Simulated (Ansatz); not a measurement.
Start from Na in the bcc (W type) structure (space group Im-3m, No. 229; a = 4.222 Å).

All numbers come from DFT with r2SCAN, PAW potentials and a 500 eV plane-wave cutoff in Ansatz (a first-principles code), scalar-relativistic without spin-orbit coupling.

Before the change:

- Lattice parameter a = 4.222 Å
- Band gap = zero

Now apply this change: Sr takes the place of Na on all its sites, then cell and atoms are relaxed.

Predict the new lattice parameter a.

The lattice parameter a grows by 0.594 Å (4.222 Å → 4.816 Å).

Estimate the effect on the band gap.

The band gap remains zero.

No phonon test of stability was made. This is not the structure that Sr has at room temperature and ambient pressure.
